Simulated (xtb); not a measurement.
xtb 6.7.1, GFN1-xTB: Al(amdMe)(fmdH)2 (CN=C(C)[N](C)[Al]([NH]C=N)[NH]C=N), 28 atoms. The geometry is a generated start, not checked to be a minimum at this level.

```
Item                       Value
-----------------  -------------
run flags                 --grad
method                  GFN1-xTB
--acc                1 (default)
--etemp (K)        300 (default)
basis functions               88
valence electrons             72
```

```xyz
28

Al     0.0941     0.2337     0.9448
C     -0.2899    -0.6674    -2.7943
C     -0.1388    -0.3308    -1.3398
N      0.8088     0.4509    -0.8653
C      1.8211     1.0252    -1.7089
N     -0.9203    -0.7884    -0.3841
C     -2.0258    -1.6686    -0.6418
H     -1.3118    -0.9587    -3.0232
H      0.3711    -1.4963    -3.0472
H     -0.0188     0.1859    -3.4119
H      2.5236     1.5567    -1.0712
H      2.3682     0.2567    -2.2671
H      1.4014     1.7397    -2.4272
H     -2.4632    -1.9420     0.3144
H     -2.8022    -1.1874    -1.2469
H     -1.7099    -2.5842    -1.1524
C      2.0715    -0.2524     2.0999
N      1.3198    -1.1790     1.5725
N      1.6221     0.9633     1.9421
H      3.0047    -0.4767     2.6309
H      1.6258    -2.1359     1.6668
H      2.1693     1.7125     2.3384
C     -1.6797     1.3124     2.0338
N     -1.2180     0.1503     2.4096
N     -1.0654     1.8291     1.0051
H     -2.5153     1.8112     2.5399
H     -1.6539    -0.2850     3.2089
H     -1.3882     2.7251     0.6741
```

One run each on 1 thread. Values of broydamp tried: 0.02, 0.05, 0.1, 0.2, 0.4 (default), 0.6, 0.8, 1.

Problem. Which value of broydamp needs the fewest SCC iterations, and what happens away from it?

Solution. Fewest SCC iterations, within one of each other: 0.2 with 11, 0.4 (default) with 10, 0.6 with 11. The count rises to 19 at 0.02. All converge to one solution.

```tsv
broydamp	SCC iterations	end
0.02	19	same solution
0.05	16	same solution
0.1	14	same solution
0.2	11	same solution
0.4 (default)	10	same solution
0.6	11	same solution
0.8	13	same solution
1	13	same solution
```
